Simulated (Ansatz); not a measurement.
**BN under a change: H interstitial (started 1.56 Å from the nearest host atom), symmetric start**

Consider a 16-atom supercell of BN in the zinc blende structure (space group F-43m, No. 216; a = 3.609 Å) at its relaxed geometry.

Perturbation: one H atom is added in an open site, starting 1.56 Å from the nearest host atom, atoms relaxed at fixed cell.

Method: plane-wave PAW DFT at the r2SCAN level (Ansatz, a program for electronic structure, 500 eV), without spin-orbit coupling, earlier PAW set. Γ-centred 6×6×6 mesh, Fermi–Dirac width 0.01 eV.

```json
[
 {"quantity": "pressure", "base": "0.0 GPa", "changed": "14.3 GPa", "shift": "+14.3 GPa"},
 {"quantity": "largest displacement of a host atom from its site in the perfect cell", "base": "–", "changed": "0.03 Å", "shift": "–"}
]
```

Other magnetic orders, which the real material may have, were not ruled out. In so small a cell the defect repeats every few ångströms: this is an ordered compound, not a dilute defect. A case with no gap was solved on a k-mesh chosen for an insulator, which is coarse for it. The defect started on the symmetric site and kept its symmetry, so it may sit on a saddle. The defect cell is spin-polarised and ends with 1.0 μB.
